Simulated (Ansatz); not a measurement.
A hypothetical phase is included: elements placed on a structure type, which no database files for this compound.

Inside the gap of an insulator the Bloch states are evanescent, with a wavenumber k + iκ along the transport direction.

```yaml
crystal:
  lattice:
    - [7.83392, 0.00000, 0.00000]
    - [-3.91696, 6.78438, 0.00000]
    - [3.91696, 2.26146, 3.19819]
  atoms:
    - { symbol: Ga, position: [0.75000, 0.00000, 0.75000] }
    - { symbol: Ga, position: [0.25000, 0.75000, 0.75000] }
    - { symbol: Ga, position: [0.75000, 0.25000, 0.25000] }
    - { symbol: Ga, position: [0.25000, 0.00000, 0.25000] }
    - { symbol: Ga, position: [0.50000, 0.50000, 0.25000] }
    - { symbol: Ga, position: [0.50000, 0.50000, 0.75000] }
    - { symbol: N, position: [0.25000, 0.50000, 0.75000] }
    - { symbol: N, position: [0.75000, 0.75000, 0.75000] }
    - { symbol: N, position: [0.25000, 0.25000, 0.25000] }
    - { symbol: N, position: [0.75000, 0.50000, 0.25000] }
    - { symbol: N, position: [0.50000, 0.00000, 0.25000] }
    - { symbol: N, position: [0.50000, 0.00000, 0.75000] }
```

The cell was relaxed by PBE-D3(BJ); by r2SCAN it stands under a pressure of -2.5 GPa.

Transport runs along the normal of the first two printed cell vectors, the (111) plane of the conventional cell.

The gap is the functional's own. No spin-orbit coupling. Mid-gap values are those at the computed energy nearest the middle.

### Question
Compute, with r2SCAN (Ansatz, an electronic-structure program), the band gap and the smallest decay constant κ at mid-gap.

### Answer
Gap 1.80 eV on a 10×10×10 mesh; κ = 0.160 1/Å, at the zone centre.
